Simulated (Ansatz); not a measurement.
The starting structures come from a database of crystals and need not be the phases stable at ambient conditions.

By PBEsol, the system below comes out a metal.

Without scattering a metal conducts by its projected Fermi surface.

Consider the following.

```yaml
crystal:
  lattice:
    - [3.38244, 0.00000, 0.00000]
    - [0.00000, 3.90932, 0.00000]
    - [1.69122, 1.95466, 2.10787]
  atoms:
    - { symbol: Sn, position: [0.00000, 0.00000, 0.00000] }
```

Space group of this cell: Immm. The cell is taken as given; by PBEsol its mean pressure is -2.6 GPa.

The current flows along the normal of the first two printed cell vectors. No spin-orbit coupling; the value is a mean over 0.1 eV about the Fermi level.

**Question.** Give the ballistic conductance per area that PBEsol in Ansatz (a program for electronic structure) yields.

**Answer.** 1.2 × 10¹⁵ S/m² for both spins.
